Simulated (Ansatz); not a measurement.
```
CdSe
1.0
    4.26465     0.00000     0.00000
   -2.13233     3.69330     0.00000
    0.00000     0.00000     6.96493
Cd Se
2 2
Direct
  0.33333   0.66667   0.99977
  0.66667   0.33333   0.49977
  0.33333   0.66667   0.37523
  0.66667   0.33333   0.87523
```

Calculation: PBE with spin-orbit coupling, rigid bands (plane waves, PAW; Ansatz, an electronic-structure program). Condition of this run: hydrostatic pressure of 1.4 GPa (compression positive) (the target of the relaxation). Geometry: cell and atoms relaxed with PBEsol, then loaded as said.

Question: What conductivity effective mass do dilute electrons have at 300 K?

Answer: 0.081 (x), 0.081 (y), 0.076 (z) mₑ.

Question: Predict the hole conductivity mass (n e² τ/σ) at 300 K, by direction if it differs.

Answer: 0.83 (x), 0.83 (y), 1.14 (z) mₑ.

Question: And the band gap?

Answer: 0.60 eV at this level; semilocal functionals usually fall short of the measured gap.

Rigid bands, one relaxation time for all states, no polarons. Geometry: cell and atoms relaxed with PBEsol.
